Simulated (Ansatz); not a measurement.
## Convergence series on SrCl₂ (Fm-3m, 3 atoms in the cell)

```
SrCl2
1.0
    0.00000     3.56729     3.56729
    3.56729     0.00000     3.56729
    3.56729     3.56729     0.00000
Sr Cl
1 2
Direct
  0.00000   0.00000   0.00000
  0.75000   0.75000   0.75000
  0.25000   0.25000   0.25000
```

Method: PBE (plane waves, PAW; Ansatz, a quantum-chemistry and plane-wave program).

The starting cell comes from a database of computed structures (which also holds hypothetical and non-ambient phases and stackings), without a prior relaxation at this level. Its lattice was rescaled by a random factor within 2.5 % of one. Ansatz's pressure includes its estimate of the finite-basis (Pulay) stress.

Held fixed: kpoints.mp_grid.grid = 6 6 6; hamiltonian.xc = pbe; hamiltonian.pseudopotentials = {kind: paw} (the program's default PAW files); scf.occupations.method = fixed.

ΔF is the free energy per atom less that of the last row (840 eV).

The first pressure column holds Ansatz's estimate of the finite-basis (Pulay) stress, which hides part of the cutoff error; the other is without it.

| basis.ecutwfc | ΔF (meV/atom) | pressure (GPa) | gap on the mesh (eV) | pressure at a fixed set of plane waves (GPa) | plane waves | iterations |
|---|---|---|---|---|---|---|
| 170 eV | 1017.9 | -0.76 | 4.968 | -21.91 | 459 | 6 |
| 210 eV | 247.9 | -1.40 | 5.057 | -7.89 | 609 | 7 |
| 250 eV | ? | -1.18 | 5.076 | -3.12 | 869 | 6 |
| 295 eV | ? | -1.19 | 5.085 | -1.60 | 1037 | 6 |
| 335 eV | 1.52 | -1.22 | 5.085 | -1.30 | 1243 | 6 |
| 380 eV | 0.24 | -1.22 | 5.085 | -1.23 | 1471 | 7 |
| 420 eV | 0.10 | -1.22 | 5.085 | -1.22 | 1807 | 7 |
| 485 eV | 0.06 | -1.22 | 5.085 | -1.22 | 2229 | 7 |
| 545 eV | 0.03 | -1.22 | 5.085 | -1.22 | 2685 | 7 |
| 630 eV | 0.01 | -1.22 | 5.085 | -1.22 | 3287 | 7 |
| 735 eV | 0.01 | -1.22 | 5.085 | -1.22 | 4111 | 6 |
| 840 eV | 0.00 | -1.22 | 5.085 | -1.22 | 5029 | 7 |

What belongs in the gaps?


- 250 eV, ΔF (meV/atom): 57.2
- 295 eV, ΔF (meV/atom): 9.0

Keys are those of Ansatz 0.2.
